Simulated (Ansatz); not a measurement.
**A computed series for hypothetical P6_3/mmc SnSe2: response to strain**

Consider SnSe$_{2}$ in the 2H-MoS2 type structure (space group P6_3/mmc, No. 194; a = 3.796 Å, c = 12.025 Å; a hypothetical phase, not in the database extracts checked; layered, stacked along the Cartesian z axis). Axes: x lies along a and z along c of the hexagonal cell.

Strains are applied to the cell and any free atomic positions relax; under biaxial strain the out-of-plane vector relaxes too.

Level of theory: r2SCAN+rVV10 in Ansatz (plane waves to 500 eV, PAW, spin-orbit coupling left out).

Notes on the quantities. pressure: mean of the normal stresses, compression positive.

| change | space group | pressure | volume per atom |
|---|---|---|---|
| base | P6_3/mmc (No. 194) | 0.0 GPa | 25.01 Å³ |
| biaxial strain −4.92 %, plane normal [001], relaxed out of plane | P6_3/mmc (No. 194) | 4.6 GPa | 24.29 Å³ |
| biaxial strain −1.24 %, plane normal [001], relaxed out of plane | P6_3/mmc (No. 194) | 1.1 GPa | 24.73 Å³ |
| biaxial strain −0.92 %, plane normal [001], relaxed out of plane | P6_3/mmc (No. 194) | 0.8 GPa | 24.80 Å³ |
| biaxial strain +3.68 %, plane normal [001], relaxed out of plane | P6_3/mmc (No. 194) | -2.4 GPa | 25.93 Å³ |
| isotropic strain +2.03 % | P6_3/mmc (No. 194) | -2.7 GPa | 26.56 Å³ |
| uniaxial strain ε_xx = −0.64 % | Cmcm (No. 63) | 0.4 GPa | 24.85 Å³ |
| uniaxial strain ε_yy = −4.16 % | Cmcm (No. 63) | 2.8 GPa | 23.97 Å³ |
| uniaxial strain ε_zz = +2.35 % | P6_3/mmc (No. 194) | -0.7 GPa | 25.59 Å³ |
| tensor shear ε_xy = −0.61 % | P2_1/m (No. 11) | 0.0 GPa | 25.00 Å³ |

Without a gap, meshes like the base's 14×14×4 leave anisotropic stresses uncertain by several tenths of a GPa, and small strain energies with them. Whether these cells are dynamically stable was not tested. The final runs are not spin-polarised.

Ansatz is a first-principles code.
